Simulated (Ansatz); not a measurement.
The parent structure is BaTiO3 (space group P4mm, No. 99; a = 3.985 Å, c = 4.204 Å).

Calculations: PBE in Ansatz (plane waves to 420 eV, PAW, no spin-orbit coupling), earlier PAW set.

One change was made to it. Results:

```
quantity                             base       after
-----------------------------  ----------  ----------
width of the top valence band     1.39 eV     1.36 eV
shortest interatomic distance     1.811 Å     1.816 Å
density                        5.80 g/cm³  5.84 g/cm³
smallest direct gap               2.39 eV     2.37 eV
```

Q: What was done to the base?
A) pressure 7.5 GPa
B) pressure 10 GPa
C) pressure 1.5 GPa
D) pressure 0.7 GPa
E) pressure −1 GPa

A: D, pressure 0.7 GPa. For comparison, the density in the other runs: pressure 7.5 GPa gives 6.18 g/cm³; pressure 10 GPa gives 6.27 g/cm³; pressure −1 GPa gives 5.73 g/cm³; pressure 1.5 GPa gives 5.89 g/cm³.

Load acts through the strain it causes; cell and atoms are relaxed under it. Whether these cells are dynamically stable was not tested. No other phases were tried under pressure. The final runs are not spin-polarised.

Ansatz is a quantum-chemistry and plane-wave program.
